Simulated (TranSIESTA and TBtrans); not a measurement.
System: Ag chain with one S atom inserted. Leads: straight Ag chain, spacing 2.809 Å. Geometry: 3 atoms about the centre moved by SIESTA (PBE, DZP) to a largest force of 0.03 eV/Å, all others as built, motion along the axis alone. Transport runs along z; the first 4 and the last 4 of the 15 atoms are the lead cells, repeated to infinity.

```xyz
15
Lattice="9.000 0.000 0.000 0.000 9.000 0.000 0.000 0.000 41.267" Properties=species:S:1:pos:R:3 pbc="F F T"
Ag     4.500     4.500     0.000
Ag     4.500     4.500     2.809
Ag     4.500     4.500     5.618
Ag     4.500     4.500     8.427
Ag     4.500     4.500    11.236
Ag     4.500     4.500    14.045
Ag     4.500     4.500    16.869
S      4.500     4.500    19.231
Ag     4.500     4.500    21.596
Ag     4.500     4.500    24.413
Ag     4.500     4.500    27.222
Ag     4.500     4.500    30.031
Ag     4.500     4.500    32.840
Ag     4.500     4.500    35.649
Ag     4.500     4.500    38.458
```

Run with TranSIESTA and TBtrans (open boundaries, self-consistent; PseudoDojo norm-conserving potentials, scalar-relativistic): PAO.BasisSize DZP, PAO.EnergyShift 0.15 eV, XC.Authors PBE, Mesh.Cutoff 200 Ry, ElectronicTemperature 300 K, TS.Voltage 0.0 eV, TBT.Elecs.Eta 0.001 eV, no spin polarisation.

Energies count from the leads' Fermi level. Transmissions are for one spin of a degenerate pair. The energy step is 0.01 eV; narrower resonances are cut or missed.

```
E (eV)      T
------  -----
-0.20   0.356
-0.15   0.365
-0.10   0.369
-0.05   0.370
0.00    0.368
0.05    0.364
0.10    0.358
0.15    0.351
0.20    0.344
```

Problem. Give the zero-bias conductance in μS and the resistance at 300 K.

Solution. At the Fermi level T = 0.368. Averaged with −∂f/∂E over the full grid (kT = 25.9 meV) it is 0.367. With G0 = 2e²/h = 77.48 μS, G = 28.4 μS and R = 1/G = 35.2 kΩ.

Problem. The eigenchannels at the Fermi level transmit 0.368. What Fano factor of the shot noise follows at low temperature and bias?

Solution. F = Σ τ(1 − τ)/Σ τ = 0.233/0.368 = 0.63.

The straight chain is held at its spacing; free chains may zigzag or dimerise. No spin-polarised start was tried, so a magnetic state, if there is one, is missed.
